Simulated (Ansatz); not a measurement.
Given:

```
CELL_PARAMETERS angstrom
      0.00000     2.55662     2.55662
      2.55662     0.00000     2.55662
      2.55662     2.55662     0.00000
ATOMIC_POSITIONS crystal
  Zn 0.00000 0.00000 0.00000
  S  0.25000 0.25000 0.25000
```

Calculation: PBEsol, rigid bands (plane waves, PAW, scalar-relativistic; Ansatz, a program for electronic structure). Condition of this run: hydrostatic pressure 15 GPa (the target of the relaxation). How the cell was made: cell and atoms relaxed with PBEsol, then loaded as said.

### Question
Predict the hole conductivity mass (n e² τ/σ) at 300 K, by direction if it differs.

### Answer
0.63 mₑ.

### Question
Predict the electron conductivity mass (n e² τ/σ) at 300 K, by direction if it differs.

### Answer
0.23 mₑ.

### Question
And the band gap?

### Answer
2.71 eV at this level; semilocal functionals usually fall short of the measured gap.

Rigid bands, one relaxation time for all states, no polarons. Spin-orbit coupling is left out; where it splits the top of the valence band it changes the hole mass and lowers the gap by about a third of the splitting.
